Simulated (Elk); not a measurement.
A self-consistent single point of Ba2N (R-3m, 3 atoms in the cell) with Elk.

Method: PBEsol, all-electron FP-LAPW, Elk's shipped species files, default APW+lo basis (Elk).

```
CELL_PARAMETERS angstrom
      2.05983     1.18924     7.81543
     -2.05983     1.18924     7.81543
      0.00000    -2.37848     7.81543
ATOMIC_POSITIONS crystal
  Ba 0.73193 0.73193 0.73193
  Ba 0.26807 0.26807 0.26807
  N  0.00000 0.00000 0.00000
```

Reference input (self-consistent single point, DFT, LDA (PW92), all-electron FP-LAPW, Elk's shipped species files, default APW+lo basis): xctype = 3; rgkmax = 7; stype = 3; swidth = 0.00183747 Ha; ngridk = 8 8 8. This run's input differs from it in these lines:

```diff
@@ -4,3 +4,3 @@
 xctype
-  3
+  22
```

Output, abridged:

```
│ Self-consistent loop started │
│ Loop number : 1 │
 total energy                :     -16345.3364526
│ Loop number : 2 │
 total energy                :     -16344.9230830
RMS change in Kohn-Sham potential (target) :    1.130726288     (  0.1000000000E-05)
Absolute change in total energy (target)   :   0.4133695833     (  0.1000000000E-03)
│ Loop number : 3 │
 total energy                :     -16344.9514379
RMS change in Kohn-Sham potential (target) :    1.121505188     (  0.1000000000E-05)
Absolute change in total energy (target)   :   0.7498750091E-01 (  0.1000000000E-03)
│ Loop number : 4 │
   [... lines left out ...]
Absolute change in total energy (target)   :   0.1855909795E-03 (  0.1000000000E-03)
│ Loop number : 17 │
 total energy                :     -16327.0355405
RMS change in Kohn-Sham potential (target) :   0.9147672750E-06 (  0.1000000000E-05)
Absolute change in total energy (target)   :   0.1123188958E-03 (  0.1000000000E-03)
│ Loop number : 18 │
 total energy                :     -16327.0355467
RMS change in Kohn-Sham potential (target) :   0.5391016424E-06 (  0.1000000000E-05)
Absolute change in total energy (target)   :   0.3423425187E-04 (  0.1000000000E-03)
Convergence targets achieved

│ Loop number : 19 │

Energies :
 Fermi                       :     0.188905811359
 total energy                :     -16327.0355542

Density of states at Fermi energy :    58.68606328
 (states/Hartree/unit cell)

Estimated indirect band gap :   0.4550152826E-03
 from k-point     27 to k-point     21
Estimated direct band gap   :   0.1197455001E-01
 at k-point     50

Charges :
 core                        :    74.00000000
 valence                     :    45.00000000
 interstitial                :    5.326486241
 muffin-tins (core leakage)
  species :    1 (Ba)
   atom    1                 :    53.72383369     (  0.5371997865E-05)
   atom    2                 :    53.72383369     (  0.5371997865E-05)
  species :    2 (N)
   atom    1                 :    6.225846389     (  0.1849249882E-06)
 total in muffin-tins        :    113.6735138
 total calculated charge     :    118.9979754
 total charge                :    119.0000000
 error                       :   0.2024583967E-02

│ Self-consistent loop stopped │
```

The run converged in 19 iterations. The count includes the last loop, which Elk runs after its targets are met. 

The starting cell comes from a database of computed structures (which also holds hypothetical and non-ambient phases and stackings), without a prior relaxation at this level. Its lattice was rescaled by a random factor within 2.5 % of one. Values depend on the basis (sphere radii, cutoffs, local orbitals), which need not be converged. The run gives no clean gap (levels at the Fermi energy touch, overlap or are partly filled at this smearing), which alone does not show that the compound is a metal. The log's line on a gap gives a spacing of levels on this mesh, which the program prints for metals too.
